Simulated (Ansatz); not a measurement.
The starting structures come from a database of crystals and need not be the phases stable at ambient conditions.

 Where the default PAW files enter, the runs use the earlier of Ansatz's two default sets.

The decay constant κ of evanescent states in the gap governs leakage through a thin film.

Here is the system:

```xyz
9
Lattice="4.6634 0.0000 0.0000 0.0000 6.5951 0.0000 2.3317 3.2976 2.3317" Properties=species:S:1:pos:R:3 pbc="T T T"
Mg     2.3317     4.9463     0.0000
Mg     2.3317     1.6488     0.0000
H      0.0000     1.6688     0.0000
H      0.0000     4.9263     0.0000
H      1.1517     3.2976     1.1517
H      1.1800     6.5951     1.1800
H      3.5118     3.2976     1.1517
H      3.4834     6.5951     1.1800
Ru     0.0000     0.0000     0.0000
```

Space group of this cell: Fm-3m. The cell is taken as given.

Transport runs along the normal of the first two printed cell vectors, the (110) plane of the conventional cell.

The gap is the functional's own. No spin-orbit coupling. Mid-gap values are interpolated on the energy grid.

**Question.** Compute, with PBEsol (Ansatz, an electronic-structure program), the band gap and the smallest decay constant κ at mid-gap.

**Answer.** Gap 3.01 eV on a 14×14×14 mesh; κ = 0.324 1/Å, at (0.500, 0.000) of the in-plane reciprocal vectors. At the zone centre, at the nearest computed energy, the slowest state has κ = 0.36 1/Å.
